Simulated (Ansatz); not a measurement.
# Cu, response to strain

Consider Cu in the fcc (Cu type) structure (space group Fm-3m, No. 225; relaxed with 0.1 eV smearing).

```yaml
crystal:
  lattice:
    - [0.00000, 1.75918, 1.75918]
    - [1.75918, 0.00000, 1.75918]
    - [1.75918, 1.75918, 0.00000]
  atoms:
    - { symbol: Cu, position: [0.00000, 0.00000, 0.00000] }
```

Strains are applied to the cell and any free atomic positions relax.

Level of theory: LDA/PAW in Ansatz (a program for electronic structure), without spin-orbit coupling.

Notes on the quantities. energy relative to the base: free energy F.

```csv
variant,energy relative to the base,volume per atom
base,0 meV/atom,10.89 Å³
isotropic strain −3.00 %,+59 meV/atom,9.94 Å³
isotropic strain −2.50 %,+40 meV/atom,10.09 Å³
isotropic strain −1.50 %,+14 meV/atom,10.41 Å³
isotropic strain −1.00 %,+6.0 meV/atom,10.56 Å³
isotropic strain +0.50 %,+1.4 meV/atom,11.05 Å³
isotropic strain +1.00 %,+5.6 meV/atom,11.22 Å³
isotropic strain +1.50 %,[?],11.39 Å³
isotropic strain +2.00 %,+21 meV/atom,11.55 Å³
isotropic strain +2.50 %,+33 meV/atom,11.73 Å³
```

### Question
What belongs in the blanks?

### Answer

- isotropic strain +1.50 %, energy relative to the base: +12 meV/atom

Stability against distortions was not tested. The final runs are not spin-polarised.
